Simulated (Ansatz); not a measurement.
Ansatz (a first-principles code) run on LuAu4 (I4, 5 atoms in the cell): self-consistent single point.

Computed with LDA (PW92), default PAW files made with PBE (plane waves; Ansatz).

The change in words: lattice scaled by 0.98; kpoints.mp_grid.grid: 7 7 7 → 12 12 12. Reference geometry:
```yaml
crystal:
  lattice:
    - [-3.33299, 3.33299, 2.06013]
    - [3.33299, -3.33299, 2.06013]
    - [3.33299, 3.33299, -2.06013]
  atoms:
    - { symbol: Lu, position: [0.01213, 0.01213, 0.00000] }
    - { symbol: Au, position: [0.20015, 0.39883, 0.59898] }
    - { symbol: Au, position: [0.79985, 0.60117, 0.40102] }
    - { symbol: Au, position: [0.39883, 0.79985, 0.19868] }
    - { symbol: Au, position: [0.60117, 0.20015, 0.80132] }
```

Reference input (self-consistent single point, DFT, LDA (PW92), plane waves, default PAW files made with PBE): basis.ecutwfc = 30.9 Ry; kpoints.mp_grid.grid = 7 7 7; hamiltonian.xc = lda; hamiltonian.pseudopotentials = {kind: paw} (the program's default PAW files); scf.occupations.method = fermi_dirac; scf.occupations.width = 0.0073 Ry. This run's input differs from it in these lines:

Ansatz 0.2 input:
```diff
@@ -2,5 +2,5 @@
   lattice:
-    - [-3.33299100, 3.33299100, 2.06012600]
-    - [3.33299100, -3.33299100, 2.06012600]
-    - [3.33299100, 3.33299100, -2.06012600]
+    - [-3.26633100, 3.26633100, 2.01892300]
+    - [3.26633100, -3.26633100, 2.01892300]
+    - [3.26633100, 3.26633100, -2.01892300]
   atoms:
@@ -15,3 +15,3 @@
   mp_grid:
-    grid: [7, 7, 7]
+    grid: [12, 12, 12]
 hamiltonian:
```

The program printed (abridged):

```
SCF iter   1: F=—  HF=-65955.941140 eV  |F-HF|=—  |Δ(HF+E_count)|=         —  Δρ=7.10e-3  dr2=3.56e-2  ethr=1.77e-3  ⟨swp⟩=5.7  Hψ=64412  notcnv=0  defer=130
all-band conjugate gradients solve this SCF's bands
preconditioner: auto → Kerker (q_TF=auto, 2.802 Å⁻¹)
SCF iter   2: F=—  HF=-65955.931903 eV  |F-HF|=—  |Δ(HF+E_count)|=   9.24e-3  Δρ=3.49e-3  dr2=6.89e-3  ethr=3.53e-5  ⟨swp⟩=2.1  Hψ=29721  notcnv=0  defer=213
   [... lines left out ...]
SCF iter   5: F=—  HF=-65955.930096 eV  |F-HF|=—  |Δ(HF+E_count)|=   7.21e-5  Δρ=2.32e-4  dr2=3.79e-5  ethr=1.69e-7  ⟨swp⟩=2.5  Hψ=28921  notcnv=0  defer=213
SCF iter   6: F=—  HF=-65955.930074 eV  |F-HF|=—  |Δ(HF+E_count)|=   2.18e-5  Δρ=8.50e-5  dr2=4.38e-6  ethr=3.75e-8  ⟨swp⟩=2.0  Hψ=25008  notcnv=0  defer=213
SCF iter   7: F=—  HF=-65955.930072 eV  |F-HF|=—  |Δ(HF+E_count)|=   1.60e-6  Δρ=1.41e-5  dr2=1.55e-7  ethr=4.34e-9  ⟨swp⟩=2.5  Hψ=28481  notcnv=0  defer=213
SCF iter   8: F=-65955.930072 eV  HF=-65955.930072 eV  |F-HF|=1.88e-9  |Δ(HF+E_count)|=   5.83e-8  Δρ=2.71e-6  dr2=3.96e-9  ethr=9.90e-11  ⟨swp⟩=12.3  Hψ=97507  notcnv=0
SCF 1 converged in 8 iterations: F = -65955.930072 eV  dr2 = 3.96e-9
Free energy (F): -65955.930072 eV
Internal energy: -65955.888054 eV  (E = F + TS)
E sigma→0 (E₀):  -65955.909063 eV
Entropy (-TS):   -0.042018 eV (-8.404 meV/atom)
Fermi energy:    21.115191 eV
--- Forces (eV/Å), atoms counted from 1 ---
  atom   1  Lu     0.00000000     0.00000000    -0.47962775
  atom   2  Au     0.01340217    -0.06563314     0.11989956
  atom   3  Au    -0.01340217     0.06563314     0.11989956
  atom   4  Au     0.06563314     0.01340217     0.11989956
  atom   5  Au    -0.06563314    -0.01340217     0.11989956
--- Stress (GPa, compression-positive) ---
        2.691203       0.000000       0.000000
       -0.000000       2.691203       0.000000
        0.000000       0.000000       2.753766
  P = ⅓ Tr σ = 2.7121 GPa (27.121 kbar)
  The stress holds the Pulay correction. Without it, at fixed plane waves, as pw.x and ABINIT print it: P = 2.6627 GPa
```

The run converged in 8 iterations. Against the reference run the free energy drops by 15.3 meV/atom, the pressure goes from -6.42 to 2.71 GPa and the largest force goes from 0.377 to 0.480 eV/Å.

The starting cell comes from a database of computed structures (which also holds hypothetical and non-ambient phases and stackings), without a prior relaxation at this level. Its lattice was rescaled by up to half a per cent. One atom was moved a little off its site on purpose. For this run, on top of that: lattice scaled by 0.98. Ansatz's pressure includes its estimate of the finite-basis (Pulay) stress.

Cost on one core of a shared machine: roughly 2 min.
